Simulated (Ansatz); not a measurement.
A hypothetical phase is included: elements placed on a structure type, which no database files for this compound.

By PBEsol, the system below comes out a metal.

The ballistic (Sharvin) conductance counts the channels at the Fermi level: G/A = (e²/h) × channels of both spins per area.

Consider the following.

```xyz
2
Lattice="4.2675 0.0000 0.0000 -2.1337 3.6958 0.0000 2.1337 1.2319 3.4844" Properties=species:S:1:pos:R:3 pbc="T T T"
Ta     2.1337     1.2319     0.8711
Ta     4.2675     2.4638     1.7422
```

The cell was relaxed by PBE-D3(BJ); by PBEsol it stands under a pressure of -1.2 GPa.

The current flows along the normal of the first two printed cell vectors, the (111) plane of the conventional cell. No spin-orbit coupling; the value is a mean over 0.1 eV about the Fermi level.

Estimate the ballistic conductance per area that PBEsol in Ansatz (an electronic-structure program) returns for this system.

0.96 × 10¹⁵ S/m² for both spins.
